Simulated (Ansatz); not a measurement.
## Short convergence ladders for Ta₃W (I4mm, 4 atoms in the cell)

```
Ta3W
1.0
    0.00000     3.25084     3.25084
    3.25084     0.00000     3.25084
    3.25084     3.25084     0.00000
Ta W
3 1
Direct
  0.25000   0.25000   0.25000
  0.75000   0.75000   0.75000
  0.50769   0.50769   0.49231
  0.00000   0.00000   0.00000
```

Base method: LDA (PW92), default PAW files made with PBE (plane waves; Ansatz, a program for electronic structure).

Base settings: basis.ecutwfc = 420 eV; kpoints.mp_grid.grid = 7 7 7; hamiltonian.xc = lda; hamiltonian.pseudopotentials = {kind: paw} (the program's default PAW files); scf.occupations.method = gaussian; scf.occupations.width = 0.1 eV.

The count of work is k-points × plane waves × bands × iterations; it is no time. Core times come from one kind of shared machine, to one figure; runs under 30 s give none.

**The cutoff for other potential files**

Level: DFT, LDA (PW92), plane waves, harder PAW files (source: ansatz) made with PBE.

In this ladder: hamiltonian.pseudopotentials = {kind: paw, source: ansatz}.

The second cell is the first with its lattice scaled by 0.98.

The mesh stays at the base's, so the ladder's end is converged at best in this setting alone.

The first pressure column holds Ansatz's estimate of the finite-basis (Pulay) stress, which hides part of the cutoff error; the other is without it.

Only quantities that move along the ladder and can be compared are tabulated.

| basis.ecutwfc | free energy less the last step's (meV/atom) | energy of the compressed cell less the first (meV/atom) | pressure (GPa) | pressure without the Pulay estimate (GPa) | largest difference of a force vector from the last step's (eV/Å) | count of work / last | core time / last (rough) |
|---|---|---|---|---|---|---|---|
| 340 eV | 31033.82 | -38.63 | -29.88 | -1788.36 | 1.240 | 0.092 | – |
| 420 eV | 3837.63 | 8.89 | -7.90 | -263.89 | 0.066 | 0.16 | – |
| 530 eV | 210.10 | -0.88 | -6.94 | -26.63 | 0.001 | 0.21 | 0.3 |
| 645 eV | 5.00 | 0.11 | -6.96 | -7.66 | 0.000 | 0.28 | 0.3 |
| 760 eV | 0.94 | 0.03 | -6.96 | -6.97 | 0.000 | 0.35 | 0.4 |
| 910 eV | 0.64 | 0.03 | -6.96 | -6.97 | 0.000 | 0.46 | 0.5 |
| 1140 eV | 0.30 | 0.03 | -6.96 | -6.97 | 0.000 | 0.64 | 0.7 |
| 1520 eV | 0.00 | 0.03 | -6.96 | -6.97 | 0.000 | 1.0 | 1 |

Coarsest basis.ecutwfc that holds the energy of the compressed cell less the first within 2 meV/atom of the last step, with all finer ones: 530 eV, at 0.21 of the last step's count of work and about 0.3 of the last step's time; the step before is off by 8.9 meV/atom.

Coarsest basis.ecutwfc that holds the pressure within 0.2 GPa of the last step, with all finer ones: 530 eV, at 0.21 of the last step's count of work and about 0.3 of the last step's time; the step before is off by 0.94 GPa.

Coarsest basis.ecutwfc that holds the free energy within 2 meV/atom of the last step, with all finer ones: 760 eV, at 0.35 of the last step's count of work and about 0.4 of the last step's time; the step before is off by 5.0 meV/atom.

The energy difference between the two cells stays within 1 meV/atom of the last step's from 530 eV on, the total only from 760 eV on: much of the error is common to both cells and cancels.

At the lowest cutoff the pressure without the Pulay estimate lies 1780 GPa under the last step's, the usual sign of Pulay stress in an incomplete plane-wave basis.

**The relaxed cell against the cutoff**

On Ta3W (Fm-3m, 4 atoms in the cell): atoms on their sites.

In this ladder: relax = cell and atoms.

The mesh stays at the base's, so the ladder's end is converged at best in this setting alone.

Only quantities that move along the ladder and can be compared are tabulated.

| basis.ecutwfc | relaxed volume (Å³/atom) | relaxation steps |
|---|---|---|
| 210 eV | 16.689 | 12 |
| 250 eV | 16.693 | 12 |
| 295 eV | 16.671 | 7 |
| 355 eV | 16.665 | 5 |
| 420 eV | 16.663 | 5 |
| 505 eV | 16.662 | 5 |
| 630 eV | 16.662 | 5 |
| 840 eV | 16.662 | 5 |

Coarsest basis.ecutwfc that holds the relaxed volume within 0.017 Å³/atom of the last step, with all finer ones: 295 eV; the step before is off by 0.031 Å³/atom.

On the base run: the starting cell comes from a database of computed structures (which also holds hypothetical and non-ambient phases and stackings), without a prior relaxation at this level. Its lattice was rescaled by up to half a per cent. One atom was moved a little off its site on purpose. Spin polarisation is off.

Keys are those of Ansatz 0.2.
